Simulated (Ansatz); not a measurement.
## Bi, element substitutions

Take Bi in the A7 type structure (space group R-3m, No. 166; a = 4.521 Å, c = 12.028 Å (hexagonal axes); layered) as the base.

Each row replaces one element on all its sites; cell and atoms are relaxed.

Calculations: Ansatz (a first-principles code) r2SCAN+rVV10, no spin-orbit coupling.

```json
[
 {"variant": "base", "density": "9.78 g/cm³", "shortest interatomic distance": "3.068 Å", "space group": "R-3m (No. 166)"},
 {"variant": "Bi → Sb", "density": "6.59 g/cm³", "shortest interatomic distance": "2.920 Å", "space group": "R-3m (No. 166)"},
 {"variant": "Bi → Si", "density": "2.90 g/cm³", "shortest interatomic distance": "2.524 Å", "space group": "Pm-3m (No. 221)"},
 {"variant": "Bi → Ni", "density": "9.36 g/cm³", "shortest interatomic distance": "2.451 Å", "space group": "Fm-3m (No. 225)"}
]
```

Other magnetic orders, which the real material may have, were not ruled out. Stability against distortions was not tested. As relaxed here, Si is a hypothetical phase, not in the database extracts checked.
